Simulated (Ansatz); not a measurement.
The structure below was relaxed with Ansatz (a first-principles code), r2SCAN, PAW, cutoff 500 eV, no spin-orbit coupling, earlier PAW set, at pressure 15 GPa.

Space group I4/m (No. 87); a = 5.3940 Å, b = 5.3940 Å, c = 7.8498 Å, α = 90.00°, β = 90.00°, γ = 90.00°

```tsv
atom	site	symmetry	x	y	z
Sr	4d	-4..	0.0000	0.5000	0.2500
Zn	2b	4/m..	0.0000	0.0000	0.5000
Mo	2a	4/m..	0.0000	0.0000	0.0000
O	8h	m..	0.1966	0.2884	0.0000
O	4e	4..	0.0000	0.0000	0.2415
```

Task: Write out a cell with all atoms.

Result: 
```xyz
20
Lattice="5.3940 0.0000 0.0000 0.0000 5.3940 0.0000 0.0000 0.0000 7.8498" Properties=species:S:1:pos:R:3 pbc="T T T"
Sr     2.6970     0.0000     1.9625
Sr     0.0000     2.6970     1.9625
Zn     2.6970     2.6970     0.0000
Mo     0.0000     0.0000     0.0000
O      1.0604     1.5558     0.0000
O      4.3337     3.8382     0.0000
O      3.8382     1.0604     0.0000
O      1.5558     4.3337     0.0000
O      0.0000     0.0000     1.8960
O      2.6970     2.6970     2.0289
Sr     0.0000     2.6970     5.8874
Sr     2.6970     0.0000     5.8874
Zn     0.0000     0.0000     3.9249
Mo     2.6970     2.6970     3.9249
O      3.7574     4.2528     3.9249
O      1.6366     1.1412     3.9249
O      1.1412     3.7574     3.9249
O      4.2528     1.6366     3.9249
O      2.6970     2.6970     5.8209
O      0.0000     0.0000     5.9538
```
This is the conventional cell.

Load acts through the strain it causes; cell and atoms are relaxed under it. No phonon test of stability was made. No other phases were tried under pressure. The cell was made from Sr2ZnMoO6 (space group I4/m, No. 87) by this change: pressure 15 GPa.
